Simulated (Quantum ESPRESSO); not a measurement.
# Convergence study of the k-point mesh for MgB2 (P6mm, 3 atoms in the cell)

```xyz
3
Lattice="3.1054 0.0000 0.0000 -1.5527 2.6894 0.0000 0.0000 0.0000 3.5376" Properties=species:S:1:pos:R:3 pbc="T T T"
Mg     0.0000     0.0000     0.0500
B      0.0000     1.7929     1.7688
B      1.5527     0.8965     1.7688
```

Level of theory: PBEsol, PseudoDojo standard norm-conserving (PBESOL) pseudopotentials (plane waves; Quantum ESPRESSO).

Base settings: ecutwfc = 85 Ry; occupations = smearing; smearing = fd; degauss = 0.0073499 Ry; potentials = {Mg: Mg.upf, B: B.upf}; K_POINTS = automatic 8 8 7 0 0 0; conv_thr = 1e-10 Ry; mixing_beta = 0.5.

The second cell is the first with its lattice scaled by 0.98.

Only quantities that move along the ladder and can be compared are tabulated.

The count of work is k-points × plane waves × bands × iterations; it is no time. Core times come from one kind of shared machine, to one figure; runs under 30 s give none.

The starting cell has typed, rounded lattice constants, without a prior relaxation at this level. Its lattice was rescaled by up to half a per cent. One atom was moved a little off its site on purpose. In the base run, with a pressure of about -5 GPa the cell is away from its equilibrium volume at this level.

| K_POINTS | free energy less the last step's (meV/atom) | energy of the compressed cell less the first (meV/atom) | pressure (GPa) | largest difference of a force vector from the last step's (eV/Å) | count of work / last | core time / last (rough) |
|---|---|---|---|---|---|---|
| automatic 2 2 2 0 0 0 | 444.09 | -0.81 | -4.60 | 0.100 | 0.010 | – |
| automatic 3 3 2 0 0 0 | 165.15 | -1.84 | -5.03 | 0.026 | 0.018 | – |
| automatic 3 3 3 0 0 0 | 53.25 | -5.57 | -6.02 | 0.002 | 0.015 | – |
| automatic 4 4 3 0 0 0 | 44.12 | -2.88 | -5.21 | 0.007 | 0.021 | – |
| automatic 5 5 4 0 0 0 | -1.90 | -3.54 | -5.43 | 0.001 | 0.035 | – |
| automatic 7 7 5 0 0 0 | -9.89 | -3.06 | -5.29 | 0.004 | 0.062 | – |
| automatic 8 8 7 0 0 0 | 0.70 | -2.16 | -5.04 | 0.004 | 0.092 | – |
| automatic 9 9 7 0 0 0 | 0.09 | -2.37 | -5.11 | 0.003 | 0.11 | – |
| automatic 11 11 8 0 0 0 | -0.66 | -2.84 | -5.22 | 0.001 | 0.21 | – |
| automatic 13 13 10 0 0 0 | 0.24 | -2.70 | -5.19 | 0.001 | 0.29 | 0.3 |
| automatic 16 16 12 0 0 0 | -0.09 | -2.64 | -5.17 | 0.000 | 0.54 | 0.4 |
| automatic 19 19 15 0 0 0 | -0.01 | -2.60 | -5.16 | 0.001 | 0.82 | 0.6 |
| automatic 21 21 16 0 0 0 | 0.00 | -2.62 | -5.16 | 0.000 | 1.0 | 1 |

Coarsest K_POINTS that holds the forces within 0.005 eV/Å of the last step, with all finer ones: automatic 5 5 4 0 0 0, at 0.035 of the last step's count of work; the step before is off by 0.007 eV/Å.

Coarsest K_POINTS that holds the free energy within 1 meV/atom of the last step, with all finer ones: automatic 8 8 7 0 0 0, at 0.092 of the last step's count of work; the step before is off by 9.9 meV/atom.

Coarsest K_POINTS that holds the energy of the compressed cell less the first within 2 meV/atom of the last step, with all finer ones: automatic 4 4 3 0 0 0, at 0.021 of the last step's count of work; the step before is off by 3.0 meV/atom.

The energy difference between the two cells stays within 1 meV/atom of the last step's from automatic 4 4 3 0 0 0 on, the total only from automatic 8 8 7 0 0 0 on: much of the error is common to both cells and cancels.
